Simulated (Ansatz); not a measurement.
Consider Pt in the fcc (Cu type) structure (space group Fm-3m, No. 225; a = 3.8954 Å; relaxed with 0.1 eV smearing).

Calculations: LDA (Ansatz, an electronic-structure program), no spin-orbit coupling.

Before the change:

| Property | Result |
|---|---|
| Pressure | 0.0 GPa |

One thing is altered: an isotropic linear strain of −2.50 %; the atoms relax in the strained cell.

Question: Estimate the effect on the energy relative to the base and pressure.

Answer: The energy rises by 88 meV/atom; the pressure goes from zero to 28.4 GPa.

Whether these cells are dynamically stable was not tested. The final runs are not spin-polarised.
